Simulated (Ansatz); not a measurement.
Take WSe₂ in the 2H-MoS2 type structure (space group P6_3/mmc, No. 194; a = 3.300 Å, c = 13.147 Å; layered, stacked along the Cartesian z axis) as the base. Axes: x lies along a and z along c of the hexagonal cell.

Calculations: DFT with r2SCAN+rVV10, PAW potentials and a 500 eV plane-wave cutoff in Ansatz (a first-principles code), no SOC, earlier PAW set.

Now apply this change: the cell is compressed by 1.62 % along x with no lateral relaxation; the atoms relax in the strained cell.

Predict the stress tensor and what it implies for the stiffness.

Stress of the strained cell less that of the base (GPa, compression positive):
```
   3.52    0.00    0.00
   0.00    0.68    0.00
   0.00    0.00    0.18
```

Then −Δσ_ii/ε with ε = -0.0162 gives secant stiffness values (nonlinear terms included at this strain): C11 ≈ 217 GPa and C12 ≈ 42 GPa.

Whether these cells are dynamically stable was not tested.
